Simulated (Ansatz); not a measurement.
We consider MoPd (model structure, Pm-3m, No. 221, 2 atoms in the cell), described by PBEsol (Ansatz, a quantum-chemistry and plane-wave program, plane waves, PAW).

The input as run:

Ansatz 0.2 input:
```yaml
crystal:
  lattice:
    - [3.1401803344, 0.0, 0.0]
    - [0.0, 3.1401803344, 0.0]
    - [0.0, 0.0, 3.1401803344]
  atoms:
    - { symbol: Pd, position: [0.0, 0.0, 0.0] }
    - { symbol: Mo, position: [0.5, 0.5, 0.5] }
basis:
  ecutwfc: 520
  ecutrho_ratio: 4
  xc_grid: 2
kpoints:
  mp_grid: { grid: [18, 18, 18] }
hamiltonian:
  xc: pbesol
  dispersion: none
  pseudopotentials: { kind: paw }
scf:
  occupations: { method: fermi_dirac, width: 0.05 }
output:
  forces: true
  stress: true
  eigenvalues: true
relax:
  f_tol: 0.004
  escape_saddle: false
  max_steps: 80
```

Excerpt of the program's output:

```
WARN output.stress: scf.convergence.dr2_threshold = 1e-7 eV (the SCF's general default) is looser than the 2e-10 eV advised for a printed stress (1e-10 eV for …
Relaxation: its limit of steps is 80 (relax.max_steps)
Crystal: 2 atoms, lattice volume = 30.964 Å³
Basis set: ecut = 520 eV, 847 PW (Γ), exchange–correlation on 48×48×48 points (8 copies of the dense FFT grid, shifted against one another)
Bands: 20, of which v1, the nominal top of the filled ones, is band 16 counted from 1 (15 counted from 0)
Symmetry: 48 space group operations
Space group: Pm-3m (ITA 221), of the structure as read, at distance tolerance 3.1e-5 Å
k-points: 220 of 5832
Functional: x = pbesol(κ = 0.804, μ = 0.12345679012345678), c = pbesol(β = 0.046)
SCF iter   1: F=—  HF=-11803.206059 eV  |F-HF|=—  |Δ(HF+E_count)|=         —  Δρ=8.52e-3  dr2=1.89e-2
SCF iter   2: F=—  HF=-11803.203915 eV  |F-HF|=—  |Δ(HF+E_count)|=   2.14e-3  Δρ=3.87e-3  dr2=4.17e-3
  ...
SCF iter   5: F=—  HF=-11803.203391 eV  |F-HF|=—  |Δ(HF+E_count)|=   4.19e-6  Δρ=1.66e-5  dr2=7.66e-8
SCF iter   6: F=-11803.203391 eV  HF=-11803.203391 eV  |F-HF|=9.64e-11  |Δ(HF+E_count)|=   2.35e-8  Δρ=2.14e-6  dr2=4.78e-10
SCF 1 converged in 6 iterations: F = -11803.203391 eV  dr2 = 4.78e-10
relax step   1: F+E_penalty+E_count = -11803.20339081 eV  Δ(F+E_penalty+E_count) = +0.000e0 eV  max|allowed force component| = 2.018e-29 eV/Å  Δτ_max = 0.0000 Å  (6 SCF iters, accepted)
SCF converged after 6 iterations
Free energy (F): -11803.203391 eV
Internal energy: -11803.175352 eV  (E = F + TS)
E sigma→0 (E₀):  -11803.189372 eV
Fermi energy:    20.256592 eV
--- Forces (eV/Å), atoms counted from 1 ---
  atom   1  Pd    -0.00000000     0.00000000     0.00000000
  atom   2  Mo     0.00000000    -0.00000000     0.00000000
--- Stress (GPa, compression-positive) ---
       -4.502503       0.000000       0.000000
       -0.000000      -4.502503       0.000000
        0.000000      -0.000000      -4.502503
  P = ⅓ Tr σ = -4.5025 GPa (-45.025 kbar)
```

The cell is one volume of an energy–volume scan, off the minimum.

The PAW data were made under PBE.

Note: the run has no spin polarisation, so it can have missed a magnetic state. Note: the relaxation could raise the start's symmetry but not lower it, so the cell can be a saddle point.

Computing time: around 5 core-seconds (rough).

A model structure was made by putting elements into a prototype or built by hand; it is no filed structure, need not be a known phase, and can be a saddle point held by its symmetry.
